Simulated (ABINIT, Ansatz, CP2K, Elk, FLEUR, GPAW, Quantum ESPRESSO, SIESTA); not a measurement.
**KI (Fm-3m, 2 atoms in the cell) computed with different codes at matched settings**

Self-consistent single point, at a second geometry (lattice scaled by 0.98). First geometry:

```xyz
2
Lattice="0.0000 3.5566 3.5566 3.5566 0.0000 3.5566 3.5566 3.5566 0.0000" Properties=species:S:1:pos:R:3 pbc="T T T"
K      0.0000     0.0000     0.0000
I      3.5566     3.5566     3.5566
```

Shared settings, as Ansatz (a quantum-chemistry and plane-wave program) writes them: kpoints.mp_grid.grid = 7 7 7; scf.occupations.method = fermi_dirac; scf.occupations.width = 0.05 eV. Potentials and cutoffs stand in the table.

| code | model | ΔF from the first geometry (meV/atom) | pressure (GPa) | gap on the mesh (eV) | cutoff |
|---|---|---|---|---|---|
| SIESTA | GGA PBE, numerical atomic orbitals DZP, PseudoDojo PBE standard norm-conserving potentials (rewritten from UPF to PSML) | 14.1 | 1.44 | 4.083 | grid 300 Ry |
| Ansatz | PBE, PAW files | 12.1 | 1.17 | 4.064 | default |
| ABINIT | PBE, PAW (JTH v2.0 PBE PAW) | 12.7 | 1.21 | 4.060 | 21 Ha |
| CP2K | PBE, GPW, DZVP-MOLOPT-SR-GTH basis, GTH-PBE potentials (GTH_POTENTIALS) | 13.1 | 1.26 | 4.026 | grid 500 Ry |
| Quantum ESPRESSO | PBE, SSSP 1.1.2 efficiency (PBE) pseudopotentials | 11.9 | 1.09 | 4.061 | 50 Ry |
| Elk | PBE, all-electron FP-LAPW, Elk's shipped species files, default APW+lo basis | 13.6 | – | 4.094 | default |
| FLEUR | PBE, all-electron FLAPW (FLEUR), scalar-relativistic valence | 12.6 | – | 4.099 | Kmax 3.8 1/bohr |
| GPAW | PBE, GPAW PAW datasets PBE (gpaw-data 1.0.1) | 11.9 | 1.15 | 4.074 | 550 eV |

A dash marks a value that a program does not give, or that is left out as unsure.

Gaps are read on the mesh.

On Ansatz's run: spin-orbit coupling is off.

The spread over the programs that give each value: ΔF from the first geometry within 2.2 meV/atom; pressure within 0.35 GPa; gap on the mesh within 0.073 eV.

SIESTA and CP2K use small atom-centred bases, whose incompleteness enters pressures, forces and empty levels differently from a plane-wave cutoff. Elk and FLEUR treat all electrons, but the usual bases taken here (sphere radii, linearisation, local orbitals, empty states) were not tested for convergence, so the values are no reference for the others. Ansatz's pressure is given at a fixed set of plane waves, as the other plane-wave codes print theirs.

The starting cell comes from a database of computed structures (which also holds hypothetical and non-ambient phases and stackings), without a prior relaxation at this level. Its lattice was rescaled by a random factor within 2.5 % of one. For this run, on top of that: lattice scaled by 0.98.

Keys are those of Ansatz 0.2.
